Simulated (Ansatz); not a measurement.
## Sn, pressure series

Consider Sn (space group I4/mmm, No. 139).

```
CELL_PARAMETERS angstrom
     -1.64069     1.64069     2.45992
      1.64069    -1.64069     2.45992
      1.64069     1.64069    -2.45992
ATOMIC_POSITIONS crystal
  Sn 0.00000 0.00000 0.00000
```

Cell and atoms are relaxed at each pressure.

The values are results of PBEsol (Ansatz, a first-principles code, PAW, no spin-orbit coupling), not measurements.

```json
[
 {"pressure (GPa)": "-2", "volume per atom (Å³/atom)": "27.565"},
 {"pressure (GPa)": "-1", "volume per atom (Å³/atom)": "26.989"},
 {"pressure (GPa)": "0", "volume per atom (Å³/atom)": "26.487"},
 {"pressure (GPa)": "0.3", "volume per atom (Å³/atom)": "26.347"},
 {"pressure (GPa)": "1.5", "volume per atom (Å³/atom)": "25.825"},
 {"pressure (GPa)": "3", "volume per atom (Å³/atom)": "25.241"},
 {"pressure (GPa)": "5", "volume per atom (Å³/atom)": "24.564"},
 {"pressure (GPa)": "7.5", "volume per atom (Å³/atom)": "?"},
 {"pressure (GPa)": "10", "volume per atom (Å³/atom)": "23.200"}
]
```

Task: Fit the third-order Birch–Murnaghan form P(V) = (3B₀/2)[(V₀/V)^(7/3) − (V₀/V)^(5/3)]·[1 + (3/4)(B₀′ − 4)((V₀/V)^(2/3) − 1)] (squares taken in P) to the rows shown and predict the withheld row.

Result: Least squares on the printed values gives V₀ = 26.491 Å³/atom, B₀ = 55.5 GPa, B₀′ = 4.6; this predicts 23.831 Å³/atom, and the run gives 23.828 Å³/atom, 0.003 lower.

Load acts through the strain it causes; cell and atoms are relaxed under it. Whether these cells are dynamically stable was not tested. Competing high-pressure phases were not computed. This is not the structure that Sn has at room temperature and ambient pressure.
